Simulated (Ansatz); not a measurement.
MgTe, response to strain

Consider MgTe in the wurtzite structure (space group P6_3mc, No. 186).

```
MgTe
1.0
    4.56143     0.00000     0.00000
   -2.28071     3.95031     0.00000
    0.00000     0.00000     7.41192
Mg Te
2 2
Direct
  0.33333   0.66667   0.99959
  0.66667   0.33333   0.49959
  0.33333   0.66667   0.37641
  0.66667   0.33333   0.87641
```

Cartesian axes are those of the cell as printed.

Strains are applied to the cell and any free atomic positions relax.

Level of theory: Ansatz (a first-principles code) PBEsol, no SOC.

Notes on the quantities. energy relative to the base: free energy F.

```json
[
 {"variant": "base", "electron mass": "0.15 mₑ along c, 0.17 mₑ across (at Γ)", "band gap": "2.39 eV", "volume per atom": "33.39 Å³", "energy relative to the base": "0 meV/atom"},
 {"variant": "tensor shear ε_xz = +1.33 %", "electron mass": "0.15 mₑ along z, 0.17 mₑ across (at Γ)", "band gap": "2.34 eV", "volume per atom": "33.38 Å³", "energy relative to the base": "+0.7 meV/atom"},
 {"variant": "tensor shear ε_xz = +0.33 %", "electron mass": "0.15 mₑ along z, 0.17 mₑ across (at Γ)", "band gap": "2.38 eV", "volume per atom": "33.39 Å³", "energy relative to the base": "0.0 meV/atom"},
 {"variant": "tensor shear ε_xz = +2.00 %", "electron mass": "0.15 mₑ along z, 0.17 mₑ across (at Γ)", "band gap": "[?]", "volume per atom": "33.38 Å³", "energy relative to the base": "[?]"},
 {"variant": "tensor shear ε_xz = +1.00 %", "electron mass": "0.15 mₑ along z, 0.17 mₑ across (at Γ)", "band gap": "[?]", "volume per atom": "33.39 Å³", "energy relative to the base": "+0.4 meV/atom"},
 {"variant": "tensor shear ε_xz = +0.67 %", "electron mass": "0.15 mₑ along k, 0.17 mₑ across (at Γ)", "band gap": "2.37 eV", "volume per atom": "33.39 Å³", "energy relative to the base": "+0.2 meV/atom"},
 {"variant": "tensor shear ε_xz = +1.67 %", "electron mass": "0.15 mₑ along z, 0.17 mₑ across (at Γ)", "band gap": "2.32 eV", "volume per atom": "33.38 Å³", "energy relative to the base": "+1.1 meV/atom"}
]
```

Problem. What belongs in the blanks?

Solution. 
- tensor shear ε_xz = +2.00 %, band gap: 2.30 eV
- tensor shear ε_xz = +2.00 %, energy relative to the base: +1.6 meV/atom
- tensor shear ε_xz = +1.00 %, band gap: 2.35 eV

With Te present, leaving out spin-orbit coupling can change the band edges. Masses are band curvatures over ±0.01 Å⁻¹ around the edge. Along k means along the line from Γ to the band edge. Stability against distortions was not tested.
